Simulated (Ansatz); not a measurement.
## Hypothetical CsCl type LaP: response to strain

The reference is LaP in the CsCl type structure (space group Pm-3m, No. 221; a hypothetical phase, not in the database extracts checked; relaxed with 0.1 eV smearing).

```xyz
2
Lattice="3.6409 0.0000 0.0000 0.0000 3.6409 0.0000 0.0000 0.0000 3.6409" Properties=species:S:1:pos:R:3 pbc="T T T"
La     0.0000     0.0000     0.0000
P      1.8205     1.8205     1.8205
```

Cartesian axes are those of the cell as printed.

Strains are applied to the cell and any free atomic positions relax.

The values are results of plane-wave PAW DFT at the PBE level (Ansatz, a quantum-chemistry and plane-wave program, 420 eV), without spin-orbit coupling, not measurements.

Candidates:
(a) uniaxial strain ε_zz = +1.02 %
(b) isotropic strain −3.52 %
(c) isotropic strain +2.59 %
(d) strain tensor (xx, yy, zz, yz, xz, xy) = (+1.51, +0.93, +0.26, +0.10, +1.52, +0.60) %

Notes on the quantities. energy relative to the base: free energy F.

**Question.** Order them by energy relative to the base, lowest first.

**Answer.** (a) uniaxial strain ε_zz = +1.02 % (+1.1 meV/atom), (d) strain tensor (xx, yy, zz, yz, xz, xy) = (+1.51, +0.93, +0.26, +0.10, +1.52, +0.60) % (+3.0 meV/atom), (c) isotropic strain +2.59 % (+31 meV/atom), (b) isotropic strain −3.52 % (+69 meV/atom)

Whether these cells are dynamically stable was not tested. The final runs are not spin-polarised.
